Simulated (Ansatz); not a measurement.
BAs (model structure, started from the BN type, Pm-3n, No. 223, 12 atoms in the cell), treated with PBEsol (plane waves, PAW; Ansatz, a program for electronic structure).

The run printed, among other lines:

```
Crystal: 12 atoms, lattice volume = 202.702 Å³
Basis set: ecut = 520 eV, 5449 PW (Γ), exchange–correlation on 90×90×90 points (8 copies of the dense FFT grid, shifted against one another)
Bands: 66, of which v1, the nominal top of the filled ones, is band 54 counted from 1 (53 counted from 0)
Symmetry: 48 space group operations
Space group: Pm-3n (ITA 223), of the structure as read, at distance tolerance 5.9e-5 Å
k-points: 20 of 216
Functional: x = pbesol(κ = 0.804, μ = 0.12345679012345678), c = pbesol(β = 0.046)
SCF iter   1: F=—  HF=-29791.056283 eV  |F-HF|=—  |Δ(HF+E_count)|=         —  Δρ=3.58e-3  dr2=4.45e-2
SCF iter   2: F=—  HF=-29791.054167 eV  |F-HF|=—  |Δ(HF+E_count)|=   2.12e-3  Δρ=2.20e-3  dr2=2.19e-2
  ...
SCF iter   7: F=—  HF=-29791.070283 eV  |F-HF|=—  |Δ(HF+E_count)|=   8.18e-6  Δρ=2.97e-6  dr2=1.79e-8
SCF iter   8: F=-29791.070283 eV  HF=-29791.070283 eV  |F-HF|=3.21e-9  |Δ(HF+E_count)|=   3.62e-7  Δρ=5.80e-7  dr2=4.65e-10
SCF 1 converged in 8 iterations: F = -29791.070283 eV  dr2 = 4.65e-10
SCF converged after 8 iterations
Free energy (F): -29791.070283 eV
Internal energy: -29791.070283 eV  (E = F + TS)
E sigma→0 (E₀):  -29791.070283 eV
Fermi energy:    8.327396 eV
--- Stress (GPa, compression-positive) ---
        0.013221       0.000000       0.000000
        0.000000       0.013221       0.000000
        0.000000       0.000000       0.013221
  P = ⅓ Tr σ = 0.0132 GPa (0.132 kbar)
```

Task: Write an input file that could have produced this run (the log leaves some choices open).

Result: Several could match; the one computed here: 
Ansatz 0.2 input:
```yaml
crystal:
  lattice:
    - [5.8742564631, 0.0, 0.0]
    - [0.0, 5.8742564631, 0.0]
    - [0.0, 0.0, 5.8742564631]
  atoms:
    - { symbol: B, position: [0.25, 0.0, 0.5] }
    - { symbol: B, position: [0.5, 0.25, 0.0] }
    - { symbol: B, position: [0.5, 0.75, 0.0] }
    - { symbol: B, position: [0.75, 0.0, 0.5] }
    - { symbol: B, position: [0.0, 0.5, 0.75] }
    - { symbol: B, position: [0.0, 0.5, 0.25] }
    - { symbol: As, position: [0.25, 0.5, 0.0] }
    - { symbol: As, position: [0.0, 0.25, 0.5] }
    - { symbol: As, position: [0.0, 0.75, 0.5] }
    - { symbol: As, position: [0.75, 0.5, 0.0] }
    - { symbol: As, position: [0.5, 0.0, 0.75] }
    - { symbol: As, position: [0.5, 0.0, 0.25] }
basis:
  ecutwfc: 520
  ecutrho_ratio: 4
  xc_grid: 2
kpoints:
  mp_grid: { grid: [6, 6, 6] }
  band_path:
    path:
      - [0.0, 0.0, 0.0]
      - [0.0, 0.125, 0.0]
      - [0.0, 0.25, 0.0]
      - [0.0, 0.375, 0.0]
      - [0.0, 0.5, 0.0]
      - [0.125, 0.5, 0.0]
      - [0.25, 0.5, 0.0]
      - [0.375, 0.5, 0.0]
      - [0.5, 0.5, 0.0]
      - [0.428571, 0.428571, 0.0]
      - [0.357143, 0.357143, 0.0]
      - [0.285714, 0.285714, 0.0]
      - [0.214286, 0.214286, 0.0]
      - [0.142857, 0.142857, 0.0]
      - [0.071429, 0.071429, 0.0]
      - [0.055556, 0.055556, 0.055556]
      - [0.111111, 0.111111, 0.111111]
      - [0.166667, 0.166667, 0.166667]
      - [0.222222, 0.222222, 0.222222]
      - [0.277778, 0.277778, 0.277778]
      - [0.333333, 0.333333, 0.333333]
      - [0.388889, 0.388889, 0.388889]
      - [0.444444, 0.444444, 0.444444]
      - [0.5, 0.5, 0.5]
      - [0.428571, 0.5, 0.428571]
      - [0.357143, 0.5, 0.357143]
      - [0.285714, 0.5, 0.285714]
      - [0.214286, 0.5, 0.214286]
      - [0.142857, 0.5, 0.142857]
      - [0.071429, 0.5, 0.071429]
      - [0.5, 0.5, 0.375]
      - [0.5, 0.5, 0.25]
      - [0.5, 0.5, 0.125]
    npoints: 1
hamiltonian:
  xc: pbesol
  dispersion: none
  pseudopotentials: { kind: paw }
scf:
  occupations: { method: fermi_dirac, width: 0.01 }
  convergence: { dr2_threshold: 0.0000000012 }
output:
  forces: true
  stress: true
  eigenvalues: true
  write_bands: true
```

The PAW data were made under PBE.

Note: the relaxation could raise the start's symmetry but not lower it, so the cell can be a saddle point.

The result took about 40 core-seconds (a rough figure).

A model structure was made by putting elements into a prototype or built by hand; it is no filed structure, need not be a known phase, and can be a saddle point held by its symmetry.
